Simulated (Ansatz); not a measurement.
## Y: response to strain

The reference is Y in the hcp (Mg type) structure (space group P6_3/mmc, No. 194; a = 3.6826 Å, c = 5.6985 Å).

Strains are applied to the cell and any free atomic positions relax.

All numbers come from DFT with r2SCAN, PAW potentials and a 500 eV plane-wave cutoff in Ansatz (a quantum-chemistry and plane-wave program), without spin-orbit coupling.

Notes on the quantities. pressure: mean of the normal stresses, compression positive.

```tsv
isotropic strain (%)	pressure (GPa)
-5.91	9.6
-1.4	?
0	0.0
4.95	-4.7
5.32	-4.9
```

**Question.** Fit P = P₀ − Bδ + Cδ² with δ = (1 + ε)³ − 1 to the rows shown and predict the withheld row.

**Answer.** Least squares on the printed values gives P₀ = 0.0 GPa, B = 43.3 GPa (at held cell shape), C = 84.6 GPa (largest residual 0.0 GPa); this predicts 1.9 GPa, and the run gives 1.8 GPa, in agreement.

Stability against distortions was not tested. All final runs are without spin polarisation.
